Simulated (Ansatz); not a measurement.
Functionals compared on the (310) surface of fcc Ag in its 1x1 cell, outermost plane spacing 0.66 Å in the ideal cut, in Ansatz (plane waves, PAW). The structure was relaxed with PBE; the other rows are single points on it, each with its references at the same level. Cutoff 420 eV (500 eV for r2SCAN).

Model: 17-atom slab, 10.5 Å thick at the start (thin: gaps and levels are the slab's own), 9x6x1 mesh, Fermi-Dirac 0.1 eV, dipole correction, all atoms relaxed; held to the start's symmetry, so lower structures may exist; no spin, no spin-orbit, no U. These notes are the PBE run's.

| functional | surface energy (J/m²) | work function of the top face (eV) | rough cost of the single point |
|---|---|---|---|
| PBE | 0.91 | 4.18 | – |
| LDA | 1.36 | 4.59 | very roughly 5 core-minutes |
| PBEsol | 1.20 | 4.28 | very roughly 5 core-minutes |
| RPBE | 0.69 | 3.98 | very roughly 5 core-minutes |
| r2SCAN | 1.10 | 4.11 | about 9 core-minutes (a rough figure) |

Ansatz is a program for electronic structure.
